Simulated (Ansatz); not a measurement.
Worked example: self-consistent single point of AgI (F-43m, 2 atoms in the cell) in Ansatz (a first-principles code).

Computed with PBE, PAW files (plane waves; Ansatz).

```xyz
2
Lattice="0.0000 3.2814 3.2814 3.2814 0.0000 3.2814 3.2814 3.2814 0.0000" Properties=species:S:1:pos:R:3 pbc="T T T"
Ag     0.0000     0.0000     0.0000
I      4.9222     4.9222     4.9222
```

Reference input (self-consistent single point, DFT, PBE, plane waves, PAW files): basis.ecutwfc = 420 eV; kpoints.mp_grid.grid = 9 9 9; hamiltonian.xc = pbe; hamiltonian.pseudopotentials = {kind: paw} (the program's default PAW files); scf.occupations.method = fixed. This run's input differs from it in these lines:

Ansatz 0.2 input:
```diff
@@ -9,3 +9,3 @@
 basis:
-  ecutwfc: 420.0
+  ecutwfc: 735.0
 kpoints:
```

Output (repeated stretches shortened):

```
SCF iter   1: F=—  HF=-15104.976173 eV  |F-HF|=—  |Δ(HF+E_count)|=         —  Δρ=4.68e-2  dr2=2.47e0  ethr=3.10e-3  ⟨swp⟩=4.9  Hψ=3003  notcnv=0  defer=62
all-band conjugate gradients solve this SCF's bands
preconditioner: auto → none
SCF iter   2: F=—  HF=-15104.350123 eV  |F-HF|=—  |Δ(HF+E_count)|=   6.26e-1  Δρ=3.12e-2  dr2=7.05e-1  ethr=3.10e-3  ⟨swp⟩=3.1  Hψ=1965  notcnv=0  defer=58
SCF iter   3: F=—  HF=-15104.163755 eV  |F-HF|=—  |Δ(HF+E_count)|=   1.86e-1  Δρ=4.35e-3  dr2=1.08e-2  ethr=1.96e-3  ⟨swp⟩=3.0  Hψ=1447  notcnv=0  defer=63
SCF iter   4: F=—  HF=-15104.170183 eV  |F-HF|=—  |Δ(HF+E_count)|=   6.43e-3  Δρ=2.13e-3  dr2=2.03e-3  ethr=3.00e-5  ⟨swp⟩=2.9  Hψ=1216  notcnv=0  defer=68
SCF iter   5: F=—  HF=-15104.172492 eV  |F-HF|=—  |Δ(HF+E_count)|=   2.31e-3  Δρ=2.93e-4  dr2=5.83e-5  ethr=5.64e-6  ⟨swp⟩=2.0  Hψ=1475  notcnv=0  defer=68
SCF iter   6: F=—  HF=-15104.172521 eV  |F-HF|=—  |Δ(HF+E_count)|=   2.97e-5  Δρ=5.89e-5  dr2=3.18e-6  ethr=1.62e-7  ⟨swp⟩=2.0  Hψ=1066  notcnv=0  defer=67
SCF iter   7: F=-15104.172520 eV  HF=-15104.172520 eV  |F-HF|=4.04e-8  |Δ(HF+E_count)|=   8.68e-7  Δρ=9.49e-6  dr2=7.45e-8  ethr=2.78e-10  ⟨swp⟩=9.3  Hψ=5007  notcnv=0
SCF 1 converged in 7 iterations: F = -15104.172520 eV  dr2 = 7.45e-8
Free energy (F): -15104.172520 eV
Internal energy: -15104.172520 eV  (E = F + TS)
E sigma→0 (E₀):  -15104.172520 eV
Fermi energy:    6.371623 eV
--- Forces (eV/Å), atoms counted from 1 ---
  atom   1  Ag    -0.00000000    -0.00000000     0.00000000
  atom   2  I      0.00000000    -0.00000000     0.00000000
--- Stress (GPa, compression-positive) ---
        0.831827       0.000000       0.000000
       -0.000000       0.831827       0.000000
       -0.000000       0.000000       0.831827
  P = ⅓ Tr σ = 0.8318 GPa (8.318 kbar)
  The stress holds the Pulay correction. Without it, at fixed plane waves, as pw.x and ABINIT print it: P = 0.8310 GPa
```

The run converged in 7 iterations. Against the reference run the free energy falls by 1.9 meV/atom, the pressure moves little (0.84 to 0.83 GPa) and the gap on the mesh hardly changes (1.339 to 1.340 eV).

The starting cell comes from a database of computed structures (which also holds hypothetical and non-ambient phases and stackings), without a prior relaxation at this level. Its lattice was rescaled by a random factor within 2.5 % of one. Spin-orbit coupling is off. Ansatz's pressure includes its estimate of the finite-basis (Pulay) stress.
